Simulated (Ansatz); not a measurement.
# A computed series for YN: response to strain

Base system: YN in the rock salt structure (space group Fm-3m, No. 225).

```cif
data_N4Y4
_chemical_formula_sum 'Y4 N4'
_space_group_name_H-M_alt 'Fm-3m'
_space_group_IT_number 225
_space_group_name_Hall '-F 4 2 3'
_cell_length_a 4.85617
_cell_length_b 4.85617
_cell_length_c 4.85617
_cell_angle_alpha 90.000
_cell_angle_beta 90.000
_cell_angle_gamma 90.000
loop_
_atom_site_label
_atom_site_type_symbol
_atom_site_symmetry_multiplicity
_atom_site_Wyckoff_symbol
_atom_site_fract_x
_atom_site_fract_y
_atom_site_fract_z
_atom_site_occupancy
Y1 Y 4 a 0.00000 0.00000 0.00000 1
N1 N 4 b 0.50000 0.50000 0.50000 1
```
(The calculation used a cell of 2 atoms; values per cell refer to that cell.)

Strains are applied to the cell and any free atomic positions relax.

Method: PBEsol (Ansatz, a program for electronic structure), no spin-orbit coupling.

```csv
variant,volume per atom,band gap,pressure
base,14.31 Å³,0.08 eV,0.0 GPa
isotropic strain −3.00 %,13.06 Å³,zero,18.9 GPa
isotropic strain −2.50 %,13.27 Å³,zero,15.2 GPa
isotropic strain −2.00 %,13.47 Å³,zero,11.8 GPa
isotropic strain −1.50 %,13.68 Å³,zero,…
isotropic strain −0.50 %,14.10 Å³,zero,…
isotropic strain +0.50 %,14.53 Å³,0.10 eV,-2.48 GPa
isotropic strain +1.50 %,14.97 Å³,0.16 eV,-6.96 GPa
isotropic strain +2.50 %,15.42 Å³,…,-10.85 GPa
isotropic strain +3.00 %,15.64 Å³,0.23 eV,-12.59 GPa
```

Question: Fill in the withheld entries from the trend.

Answer: 
- isotropic strain −1.50 %, pressure: 8.5 GPa
- isotropic strain −0.50 %, pressure: 2.7 GPa
- isotropic strain +2.50 %, band gap: 0.21 eV

A case with no gap was solved on a k-mesh chosen for an insulator, which is coarse for it. Whether these cells are dynamically stable was not tested. The final runs are not spin-polarised. Gaps under 0.05 eV, about the width of the smearing, are given as zero. The zero or small gap of YN can change with the level of theory.
